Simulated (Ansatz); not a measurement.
Take Cd in the hcp (Mg type) structure (space group P6_3/mmc, No. 194; a = 3.029 Å, c = 5.759 Å; relaxed with 0.1 eV smearing) as the base.

All numbers come from Kohn–Sham DFT with the PBE functional, run in Ansatz (an electronic-structure program) with PAW and 420 eV plane waves, spin-orbit coupling left out.

For the base:

```
Quantity   Result
--------  -------
Pressure  0.0 GPa
```

The change: the cell is scaled by 1.0100 in all directions, atoms relaxed at fixed cell.

Q: Estimate the effect on the pressure and energy relative to the base.

A: The pressure (mean of the normal stresses, compression positive) goes from zero to -1.2 GPa; the energy grows by 2.7 meV/atom.

The cells carry an imposed strain or load. No phonon test of stability was made.
